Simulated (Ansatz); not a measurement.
System: GaN (model structure, started from the NiAs type, P6₃/mmc, No. 194, 4 atoms in the cell). Method: r²SCAN+rVV10 (Ansatz, a quantum-chemistry and plane-wave program, PAW).

Run with plane-wave cutoff 560 eV, 12×12×8 k mesh (along the axes of the cell as run), Fermi–Dirac smearing 0.01 eV, scalar-relativistic PAW data made under PBE.

Cell (relaxed at this level):

```cif
data_Ga2N2
_chemical_formula_sum 'Ga2 N2'
_space_group_name_H-M_alt 'P 1'
_space_group_IT_number 1
_cell_length_a 2.96013
_cell_length_b 2.96013
_cell_length_c 5.02438
_cell_angle_alpha 90.000
_cell_angle_beta 90.000
_cell_angle_gamma 120.000
loop_
_space_group_symop_operation_xyz
  'x, y, z'
loop_
_atom_site_label
_atom_site_type_symbol
_atom_site_fract_x
_atom_site_fract_y
_atom_site_fract_z
_atom_site_occupancy
Ga1 Ga 0.00000 0.00000 0.00000 1
Ga2 Ga 0.00000 0.00000 0.50000 1
N1 N 0.33333 0.66667 0.25000 1
N2 N 0.66667 0.33333 0.75000 1
```

### Question
Estimate the band gap and smallest direct gap on the k points sampled that the calculation returns.

### Answer

- band gap: 1.93 eV (indirect)
- smallest direct gap on the k points sampled: 2.32 eV

Note: the relaxation could raise the start's symmetry but not lower it, so the cell can be a saddle point.

Spin–orbit coupling is not included.

It cost around 9 core-seconds (rough) of CPU time.

A model structure was made by putting elements into a prototype or built by hand; it is no filed structure, need not be a known phase, and can be a saddle point held by its symmetry.
